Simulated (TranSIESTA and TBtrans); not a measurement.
Device: Ga chain with one Si atom in place of Ga. Leads: straight Ga chain, spacing 2.422 Å. Geometry: 3 atoms about the centre moved by SIESTA (PBE, DZP) to a largest force of 0.02 eV/Å, all others as built, motion along the axis alone. Transport runs along z; the first 6 and the last 6 of the 21 atoms are the lead cells, repeated to infinity.

```xyz
21
Lattice="9.000 0.000 0.000 0.000 9.000 0.000 0.000 0.000 50.690" Properties=species:S:1:pos:R:3 pbc="F F T"
Ga     4.500     4.500     0.000
Ga     4.500     4.500     2.422
Ga     4.500     4.500     4.844
Ga     4.500     4.500     7.266
Ga     4.500     4.500     9.688
Ga     4.500     4.500    12.110
Ga     4.500     4.500    14.532
Ga     4.500     4.500    16.954
Ga     4.500     4.500    19.376
Ga     4.500     4.500    21.862
Si     4.500     4.500    24.134
Ga     4.500     4.500    26.405
Ga     4.500     4.500    28.892
Ga     4.500     4.500    31.314
Ga     4.500     4.500    33.736
Ga     4.500     4.500    36.158
Ga     4.500     4.500    38.580
Ga     4.500     4.500    41.002
Ga     4.500     4.500    43.424
Ga     4.500     4.500    45.846
Ga     4.500     4.500    48.268
```

Run with TranSIESTA and TBtrans (open boundaries, self-consistent; PseudoDojo norm-conserving potentials, scalar-relativistic): PAO.BasisSize DZP, PAO.EnergyShift 0.15 eV, XC.Authors PBE, Mesh.Cutoff 200 Ry, ElectronicTemperature 300 K, TS.Voltage 0.0 eV, TBT.Elecs.Eta 0.001 eV, no spin polarisation.

Energies count from the leads' Fermi level. Transmissions are for one spin of a degenerate pair. The energy step is 0.01 eV; narrower resonances are cut or missed.

```tsv
E (eV)	T
-0.20	2.04
-0.15	2.27
-0.10	2.41
-0.05	2.49
0.00	2.51
0.05	2.50
0.10	2.48
0.15	2.44
0.20	2.40
```

Task: Give the zero-bias conductance in μS and the resistance at 300 K.

Result: At the Fermi level T = 2.51. Averaged with −∂f/∂E over the full grid (kT = 25.9 meV) it is 2.50. With G0 = 2e²/h = 77.48 μS, G = 194 μS and R = 1/G = 5.15 kΩ.

Task: The eigenchannels at the Fermi level transmit 0.995, 0.758, 0.758. What Fano factor of the shot noise follows at low temperature and bias?

Result: F = Σ τ(1 − τ)/Σ τ = 0.372/2.51 = 0.15.

The straight chain is held at its spacing; free chains may zigzag or dimerise. No spin-polarised start was tried, so a magnetic state, if there is one, is missed.
